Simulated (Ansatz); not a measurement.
Structures of equal composition on the (000-1) surface of wurtzite GaN (N plane on top): 2x2 Al adatom at H3; 2x2 Al adatom at T4. The slabs share one bottom face, and each structure is named by its start. These are constructed structures in small cells; real faces may alloy, dewet or reconstruct in larger ones, and not all known structures of the face are among them. Slabs of about 14 Å with all that they carry, Fermi-Dirac smearing of 0.025 eV. Bottom of the slabs: H caps. Relaxed from the named starts with such symmetry as they have, on meshes of like density; energies extrapolated to zero smearing; no spin-orbit coupling, no U. Spin-polarised runs, if any, are marked in brackets, and their order is one that fits the cell; the others ran without spin. Where a second, spin-polarised start was run, the lower counts.

Host crystal: wurtzite GaN, with a band gap (PBE, scalar-relativistic without spin-orbit coupling).

The numbers are results of r2SCAN, at the PBE geometry (plane waves to 500 eV, PAW; Ansatz, an electronic-structure program), not measurements.

Question: Put the candidates in order of energy per 1x1 cell, lowest first, for r2SCAN, at the PBE geometry.

Answer: 2x2 Al adatom at H3 (0.000 eV, gap 1.45 eV on the mesh), 2x2 Al adatom at T4 (0.371 eV (3 Al–N bonds formed), gap 0.82 eV on the mesh)
